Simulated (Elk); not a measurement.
# How a calculation on Sr (Im-3m, 1 atom in the cell) responds to its settings

```
CELL_PARAMETERS angstrom
     -2.44440     2.44440     2.44440
      2.44440    -2.44440     2.44440
      2.44440     2.44440    -2.44440
ATOMIC_POSITIONS crystal
  Sr 0.00000 0.00000 0.00000
```

Base run A: PBEsol, all-electron FP-LAPW, Elk's shipped species files, LAPW+lo basis in Elk, self-consistent single point.

Its settings: xctype = 22; rgkmax = 8; stype = 3; swidth = 0.00499791 Ha; ngridk = 11 11 11; gmaxvr = 14 1/bohr; nxoapwlo = 1.

The starting cell comes from a database of published, mostly measured structures (it also holds non-ambient and calculated ones), without a prior relaxation at this level. Its lattice was rescaled by a random factor within 2.5 % of one. Values depend on the basis (sphere radii, cutoffs, local orbitals), which need not be converged.

ΔF is the free energy per atom less that of run A. A dash stands where there is no value to compare (another energy zero or no entropy term, no result, no spin, no clean gap, or a mesh too coarse for one). 

Runs:
- B: stype: 3 → 2
- C: stype: 3 → 4
- D: stype: 3 → 5
- E: stype: 3 → 0; swidth: 0.00499791 Ha → default; autoswidth: default → true
- F: stype: 3 → default; swidth: 0.00499791 Ha → default; tempk: default → 300 K

**Question.** What does run F change against A?

**Answer.** The free energy rises by 41.1 meV/atom.

```csv
run,ΔF (meV/atom)
A,0.00
B,–
C,–
D,–
E,–
F,41.1
```
